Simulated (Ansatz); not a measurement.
The starting structures come from a database of crystals and need not be the phases stable at ambient conditions.

Inside the gap of an insulator the Bloch states are evanescent, with a wavenumber k + iκ along the transport direction.

Here is the system:

```xyz
17
Lattice="3.7821 0.0000 0.0000 0.0000 10.1587 0.0000 1.8910 -5.0005 5.4034" Properties=species:S:1:pos:R:3 pbc="T T T"
Ti     3.7821     0.9409     4.1196
Ti     1.8910     4.2173     1.2839
Ti     3.7821     4.5748     3.6462
Ti     1.8910     0.5834     1.7572
Bi     1.8910    -2.4730     4.2179
Bi     3.7821     7.6312     1.1855
O      3.7821     6.7395     3.1470
O      1.8910    -1.5813     2.2565
O      3.7821     2.8090     4.0439
O      1.8910     2.3492     1.3595
O      1.8910     6.1631     0.6884
O      3.7821    -1.0050     4.7150
O      3.7821     0.4238     2.1711
O      1.8910     4.7344     3.2323
O      1.8910     0.8088     3.8408
O      3.7821     4.3494     1.5627
O      1.8910     0.0000     0.0000
```

Space group of this cell: C2/m. The cell is taken as given; by r2SCAN its mean pressure is -0.7 GPa.

Transport runs along the normal of the first two printed cell vectors.

The gap is the functional's own. No spin-orbit coupling. Mid-gap values are interpolated on the energy grid.

### Question
Predict the band gap and the smallest decay constant κ at mid-gap from Ansatz (a program for electronic structure) with r2SCAN.

### Answer
Gap 2.47 eV on a 8×4×8 mesh; κ = 0.347 1/Å, at the zone centre.
